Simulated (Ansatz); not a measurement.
## The (110) surface of rock-salt HfN in its 1x1 cell (cut with top plane Hf + N, bottom plane Hf + N), outermost plane spacing 1.61 Å in the ideal cut

Method: r2SCAN, at the PBE geometry (plane waves to 500 eV, PAW; Ansatz, a program for electronic structure).

Set-up: 14 atoms, Hf7N7, 9.6 Å thick at the start (thin: gaps and levels are the slab's own); mesh 12x8x1; 0.1 eV smearing; dipole correction on; single point; on the structure that PBE left under its start's symmetry; no spin, no spin-orbit, no U.

- surface energy (mean of both faces) = 2.83 J/m²
- work function of the top face = 3.70 eV
- cost = roughly 6 core-minutes
